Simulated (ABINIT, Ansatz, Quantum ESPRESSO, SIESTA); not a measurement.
One structure in several programs: MgWF6 (R-3, 8 atoms in the cell)

Self-consistent single point, at a second geometry (lattice scaled by 0.98). First geometry:

```yaml
crystal:
  lattice:
    - [2.56967, 1.48360, 4.65800]
    - [-2.56967, 1.48360, 4.65800]
    - [0.00000, -2.96720, 4.65800]
  atoms:
    - { symbol: Mg, position: [0.50000, 0.50000, 0.50000] }
    - { symbol: W, position: [0.00000, 0.00000, 0.00000], spin: 1.0 }
    - { symbol: F, position: [0.24539, 0.63491, 0.86538] }
    - { symbol: F, position: [0.75461, 0.36509, 0.13462] }
    - { symbol: F, position: [0.86538, 0.24539, 0.63491] }
    - { symbol: F, position: [0.13462, 0.75461, 0.36509] }
    - { symbol: F, position: [0.63491, 0.86538, 0.24539] }
    - { symbol: F, position: [0.36509, 0.13462, 0.75461] }
```
(The spins are starting values, not results.)

Shared settings, as Ansatz (a program for electronic structure) writes them: kpoints.mp_grid.grid = 3 3 3; scf.occupations.method = fermi_dirac; scf.occupations.width = 0.01 eV. Potentials and cutoffs stand in the table.

| code | model | ΔF from the first geometry (meV/atom) | pressure (GPa) | largest force (eV/Å) | size of the net moment (μB/atom) | cutoff |
|---|---|---|---|---|---|---|
| Quantum ESPRESSO | PBEsol, PseudoDojo standard norm-conserving (PBESOL) pseudopotentials | 14.6 | 7.40 | 0.357 | 0.25 | 85 Ry |
| Ansatz | PBEsol, default PAW files made with PBE | 16.2 | 7.02 | 0.390 | 0.25 | default |
| SIESTA | GGA PBEsol, numerical atomic orbitals TZP, PseudoDojo PBEsol standard norm-conserving potentials (rewritten from UPF to PSML) | 19.5 | 8.98 | 0.720 | 0.25 | grid 300 Ry |
| ABINIT | PBEsol, norm-conserving pseudopotentials (PseudoDojo nc-sr-04 PBEsol standard) | 14.6 | 7.39 | 0.358 | 0.25 | 42 Ha |

For Ansatz (by 0.7 GPa) the energy change implies a higher mean pressure, against the two pressures, than for the other programs: a sign of finite-basis (Pulay) stress.

On Ansatz's run: spin-orbit coupling is off. With one magnetic atom in the cell only a parallel order is possible.

The spread over the programs that give each value: ΔF from the first geometry within 4.9 meV/atom; pressure within 1.96 GPa; largest force within 0.363 eV/Å; size of the net moment within 0.00 μB/atom.

SIESTA uses small atom-centred bases, whose incompleteness enters pressures, forces and empty levels differently from a plane-wave cutoff. Ansatz's pressure is given at a fixed set of plane waves, as the other plane-wave codes print theirs; with its correction for the finite basis it is 7.77 GPa (the shift of 0.75 GPa shows how far the cutoff is from converged). In the pressure, SIESTA (by 1.59) lies more than 1 GPa from the median of the plane-wave programs. In the force vectors, SIESTA (by 0.374) lies more than 0.08 eV/Å from the median of the plane-wave programs.

The shared mesh is coarse (it stands for a supercell whose shortest vector is 15 Å), so the values are not converged in it.

The starting cell comes from a database of computed structures (which also holds hypothetical and non-ambient phases and stackings), without a prior relaxation at this level. For this run, on top of that: lattice scaled by 0.98.

Keys are those of Ansatz 0.2.
